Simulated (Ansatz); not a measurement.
A user runs Ansatz (a first-principles code) on InOF (Fddd, 12 atoms in the cell) and asks whether the run is sound. The aim is a self-consistent single point with DFT, LDA (PW92), plane waves, default PAW files made with PBE.

Cell that was meant: a = 6.6240 Å, b = 6.2199 Å, c = 5.4909 Å, α = 68.57°, β = 60.93°, γ = 50.50°.

Part of the input:

Ansatz 0.2 input:
```yaml
    - { symbol: F, position: [0.625000, 0.625000, 0.125000] }
    - { symbol: F, position: [0.125000, 0.625000, 0.625000] }
    - { symbol: F, position: [0.625000, 0.125000, 0.625000] }
total_charge: 2.0
kpoints:
  mp_grid: { grid: [5, 5, 5] }
hamiltonian:
```

The program printed (abridged):

```
WARN basis.ecutwfc = 420 eV, the default
WARN ansatz: RAYON_NUM_THREADS=1 ignored (pool sized by the plan → 1); use --threads N
   [... lines left out ...]
PAW frozen core: F, regenerated for the run's functional, and the local potential with it
Initial density: superposition of atomic densities (neutral atoms scaled as one to the charged cell's electrons …
Initial wavefunctions: pseudopotential atomic-orbital guess
Eigensolver: davidson
Functional: x = slater, c = lda
SCF iter   1: F=—  HF=-27241.347446 eV  |F-HF|=—  |Δ(HF+E_count)|=         —  Δρ=5.29e-2  dr2=4.45e0  ethr=1.77e-3  ⟨swp⟩=5.0  Hψ=5513  notcnv=0  defer=269
all-band conjugate gradients solve this SCF's bands
   [... lines left out ...]
WARN: the bands overlap at the fill by count (51 filled at each k-point of a channel) …
SCF 1 converged in 12 iterations: F = -27240.082099 eV  dr2 = 6.86e-9
Free energy (F): -27240.082099 eV
Internal energy: -27240.082099 eV  (E = F + TS)
E sigma→0 (E₀):  -27240.082099 eV
Fermi energy:    5.718705 eV
--- Forces (eV/Å), atoms counted from 1 ---
  atom   1  In    -0.00000000    -1.16655861     0.00000000
  atom   2  In     0.00000000     1.16655861     0.00000000
  atom   3  In     0.00000000     1.16655861    -0.00000000
  atom   4  In    -0.00000000    -1.16655861    -0.00000000
  atom   5  O      0.00000000    -0.00000000    -0.36163030
  atom   6  O     -0.00000000     0.00000000     0.36163030
  atom   7  O     -0.00000000     0.00000000     0.36163030
  atom   8  O      0.00000000     0.00000000    -0.36163030
   [... lines left out ...]
  atom  12  F      0.00000000    -0.00000000     0.00000000
--- Stress (GPa, compression-positive) ---
       -1.742798       0.000000       0.000000
        0.000000      -4.314077      -0.000000
        0.000000      -0.000000      -2.833129
  P = ⅓ Tr σ = -2.9633 GPa (-29.633 kbar)
  The stress holds the Pulay correction. Without it, at fixed plane waves, as pw.x and ABINIT print it: P = -3.9631 GPa
```

Q: Can these results be used? Check the input.

A: The run is not sound. The fault is an unintended net charge. A charged periodic cell changes the electron count and is neutralised by a uniform background, so energy, forces and pressure belong to another system. To fix it, remove the charge. The run converged in 12 iterations without an error; against the sound input the pressure goes from -5.48 to -2.96 GPa, the largest force goes from 0.114 to 1.167 eV/Å and no clean gap remains on the mesh (levels overlap or are partly filled), against 1.40 eV before. The full log also holds (shortened here): “WARN: iter 1: σ=0 fill of 51 bands saw a band overlap (occupied 6.1079 eV > unoccupied 5.6619 eV) — on an unconverged iterate often a transient of an (band_overlap_at_count)”.

The sound input it was made from differs as follows (other fixes are possible):
```diff
-total_charge: 2.0
```

With that input, the run converged in 8 iterations: free energy E − TS (on the zero of these files) -27228.0397 eV; top of the valence band (on the code's own zero) 6.86 eV; gap on the k-point mesh 1.40 eV; pressure -5.48 GPa; largest force (vector length) 0.114 eV/Å (DFT, LDA (PW92), plane waves, default PAW files made with PBE).

On the sound input: the starting cell comes from a database of computed structures (which also holds hypothetical and non-ambient phases and stackings), without a prior relaxation at this level. With a pressure of about -5 GPa the cell is away from its equilibrium volume at this level. Ansatz's pressure includes its estimate of the finite-basis (Pulay) stress. Without the estimate this run gives -6.46 GPa.
